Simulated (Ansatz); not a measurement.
A user runs Ansatz (a quantum-chemistry and plane-wave program) on Ta3Sn (Pm-3n, 8 atoms in the cell) and asks whether the run is sound. The aim is a self-consistent single point with DFT, PBEsol, plane waves, default PAW files made with PBE.

Cell that was meant: a = 5.2760 Å, b = 5.2760 Å, c = 5.2760 Å, α = 90.00°, β = 90.00°, γ = 90.00°.

Part of the input:

Ansatz 0.2 input:
```yaml
  xc: pbesol
  pseudopotentials: { kind: paw }
scf:
  occupations: { method: fixed }
output:
  forces: true
  eigenvalues: true
```

Output (repeated stretches shortened):

```
WARN basis.ecutwfc = 420 eV, the default
WARN ansatz: RAYON_NUM_THREADS=1 ignored (pool sized by the plan → 1); use --threads N
   [... lines left out ...]
PAW frozen core: Ta, regenerated for the run's functional, and the local potential with it
Initial density: superposition of atomic densities (neutral atoms: chi_scale 0, normalization atom), corrected by the library's trained network
Initial wavefunctions: pseudopotential atomic-orbital guess
Eigensolver: davidson
Functional: x = pbesol(κ = 0.804, μ = 0.12345679012345678), c = pbesol(β = 0.046)
SCF iter   1: F=—  HF=-70739.062782 eV  |F-HF|=—  |Δ(HF+E_count)|=         —  Δρ=7.12e-3  dr2=7.06e-2  ethr=1.77e-3  ⟨swp⟩=5.0  Hψ=2144  notcnv=0  defer=85
all-band conjugate gradients solve this SCF's bands
   [... lines left out ...]
WARN: the bands overlap at the fill by count (53 filled at each k-point of a channel) …
SCF 1 converged in 7 iterations: F = -70739.038853 eV  dr2 = 8.07e-10
Free energy (F): -70739.038853 eV
Internal energy: -70739.038853 eV  (E = F + TS)
E sigma→0 (E₀):  -70739.038853 eV
Fermi energy:    17.954934 eV
--- Forces (eV/Å), atoms counted from 1 ---
  atom   1  Sn     0.00000000    -0.00000000     0.00000000
   [... zero for the other atoms too ...]
--- Stress (GPa, compression-positive) ---
       -1.954904       0.000000       0.000000
        0.000000      -1.954904       0.000000
        0.000000       0.000000      -1.954904
  P = ⅓ Tr σ = -1.9549 GPa (-19.549 kbar)
  The stress holds the Pulay correction. Without it, at fixed plane waves, as pw.x and ABINIT print it: P = -2.0232 GPa
```

### Question
Can these results be used? Check the input.

### Answer
The run is not sound. The fault is fixed (insulator-type) occupations in a metal. Fixed occupations assume a gap. Where bands overlap, the filling has to be decided k-point by k-point from a Fermi level. To fix it, use a smearing (or tetrahedra) with enough empty bands. The run converged in 7 iterations without an error; against the sound input the free energy rises by 15.4 meV/atom and the pressure goes from -1.55 to -1.95 GPa. The full log also holds (shortened here): “WARN: iter 1: σ=0 fill of 53 bands saw a band overlap (occupied 17.9813 eV > unoccupied 17.6863 eV) — on an unconverged iterate often a transient of an (band_overlap_at_count)”.

The sound input it was made from differs as follows (other fixes are possible):
```diff
-  occupations: { method: fixed }
+  occupations: { method: cold, width: 0.2 }
```

With that input, the run converged in 6 iterations: free energy E − TS (on the zero of these files) -70739.1618 eV; Fermi level (on the code's own zero) 17.91 eV; pressure -1.55 GPa (DFT, PBEsol, plane waves, default PAW files made with PBE).

On the sound input: the starting cell comes from a database of published, mostly measured structures (it also holds non-ambient and calculated ones), without a prior relaxation at this level. Spin polarisation is off. Ansatz's pressure includes its estimate of the finite-basis (Pulay) stress.
